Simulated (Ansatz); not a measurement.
Consider the following.

Host crystal: 3C silicon carbide, with a band gap (PBE, scalar-relativistic without spin-orbit coupling).

End structure of CH3 on the 1x1 (110) surface of 3C silicon carbide (cut with top plane C + Si), one in a 2x2 cell, started at the site 'top C':

```xyz
52
Lattice="6.1943 0.0000 0.0000 0.0000 8.7600 0.0000 0.0000 0.0000 27.0000" Properties=species:S:1:pos:R:3 pbc="T T T"
C      0.0000     3.2273     9.6400
C      0.0000     7.6073     9.6400
C      3.0971     3.2273     9.6400
C      3.0971     7.6073     9.6400
Si     1.5486     2.3762     9.8826
Si     1.5486     6.7562     9.8826
Si     4.6457     2.3762     9.8826
Si     4.6457     6.7562     9.8826
C      1.5486     1.0384    11.1621
C      1.5486     5.4184    11.1621
C      4.6457     1.0384    11.1621
C      4.6457     5.4184    11.1621
Si     0.0000    -0.0299    11.1216
Si     0.0000     4.3501    11.1216
Si     3.0971    -0.0299    11.1216
Si     3.0971     4.3501    11.1216
C      0.0000     3.2647    12.7216
C      0.0000     7.6447    12.7216
C      3.0971     3.2647    12.7216
C      3.0971     7.6447    12.7216
Si     1.5486     2.1693    12.7410
Si     1.5486     6.5493    12.7410
Si     4.6457     2.1693    12.7410
Si     4.6457     6.5493    12.7410
C      1.5485     1.0582    14.2892
C      1.5486     5.4488    14.2815
C      4.6457     1.0765    14.2903
C      4.6457     5.4519    14.2857
Si    -0.0083    -0.0237    14.2439
Si     0.0004     4.3557    14.2582
Si     3.1054    -0.0237    14.2438
Si     3.0968     4.3556    14.2583
C      0.0013     3.2238    15.8685
C      0.0100     7.6229    15.8103
C      3.0958     3.2238    15.8686
C      3.0870     7.6230    15.8104
Si     1.5486     2.1567    15.8232
Si     1.5486     6.5323    15.8618
Si     4.6457     2.1392    15.8947
Si     4.6456     6.5386    15.8640
C      1.5485     1.0070    17.4754
C      1.5485     5.4524    17.3736
C      4.6457     1.0277    17.4294
C      4.6456     5.4524    17.3740
Si    -0.0464     0.1255    17.1306
Si    -0.0002     4.6081    17.1127
Si     3.1434     0.1257    17.1305
Si     3.0971     4.6081    17.1128
C      1.5484     1.8831    18.7441
H      2.4430     2.5220    18.7983
H      0.6507     2.5173    18.8015
H      1.5515     1.2595    19.6491
```

Slab: 52 atoms, 7.7 Å thick at the start under the adsorbate (thin: gaps and levels are the slab's own); k 3x3x1, smearing 0.01 eV, dipole-corrected; single point; no symmetry held, on the structure that PBE left; spin-polarised, ending with about 0.1 μB a cell, a value that depends on the mesh; orders that need a larger cell were not tried, no spin-orbit, no U, no dispersion correction. The slab shows no gap over 0.04 eV on its mesh. The program's check for a lower electronic state was not made. At the end it is bonded to C. In PBE it is, or lies within 0.03 eV of, the lowest of the starts that converged; the order may differ at this level.

A negative adsorption energy means that the adsorbate is more stable on the surface than in its reference.

Problem. What change of the step from the bottom to the top vacuum level, against the clean slab does r2SCAN, at the PBE geometry and the start's symmetry run with Ansatz (a program for electronic structure) give?

Solution. -1.25 eV

Problem. Estimate the work function of the top face that r2SCAN, at the PBE geometry and the start's symmetry returns for this input.

Solution. 3.59 eV

Problem. Predict the adsorption energy against CH4(g) − ½ H2(g) at the same level from r2SCAN, at the PBE geometry and the start's symmetry.

Solution. -0.24 eV
